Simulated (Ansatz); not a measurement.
## A computed series for Hf: response to strain

The reference is Hf in the hcp (Mg type) structure (space group P6_3/mmc, No. 194; a = 3.117 Å, c = 4.950 Å; relaxed with 0.1 eV smearing). Axes: x lies along a and z along c of the hexagonal cell.

Strains are applied to the cell and any free atomic positions relax; under biaxial strain the out-of-plane vector relaxes too.

Method: LDA in Ansatz (plane waves to 420 eV, PAW, no SOC).

Notes on the quantities. pressure: mean of the normal stresses, compression positive.

| variant | out-of-plane strain | pressure | shortest interatomic distance |
|---|---|---|---|
| base | – | 0.0 GPa | 3.060 Å |
| biaxial strain −2.50 %, plane normal [001], relaxed out of plane | +2.05 % | 3.6 GPa | 3.039 Å |
| biaxial strain −2.00 %, plane normal [001], relaxed out of plane | ___ | ___ | ___ |
| biaxial strain −1.00 %, plane normal [001], relaxed out of plane | +0.78 % | 1.4 GPa | 3.065 Å |
| biaxial strain +0.50 %, plane normal [001], relaxed out of plane | -0.37 % | -0.7 GPa | 3.058 Å |
| biaxial strain +1.00 %, plane normal [001], relaxed out of plane | -0.74 % | -1.4 GPa | 3.056 Å |
| biaxial strain +1.50 %, plane normal [001], relaxed out of plane | -1.09 % | -2.0 GPa | 3.054 Å |
| biaxial strain +2.00 %, plane normal [001], relaxed out of plane | -1.45 % | -2.7 GPa | 3.053 Å |
| biaxial strain +2.50 %, plane normal [001], relaxed out of plane | -1.81 % | -3.3 GPa | 3.051 Å |
| biaxial strain +3.00 %, plane normal [001], relaxed out of plane | -2.16 % | -3.9 GPa | 3.050 Å |

Task: Complete the table.

Result: 
- biaxial strain −2.00 %, plane normal [001], relaxed out of plane, out-of-plane strain: +1.61 %
- biaxial strain −2.00 %, plane normal [001], relaxed out of plane, pressure: 2.9 GPa
- biaxial strain −2.00 %, plane normal [001], relaxed out of plane, shortest interatomic distance: 3.055 Å

No phonon test of stability was made. The final runs are not spin-polarised.

Ansatz is an electronic-structure program.
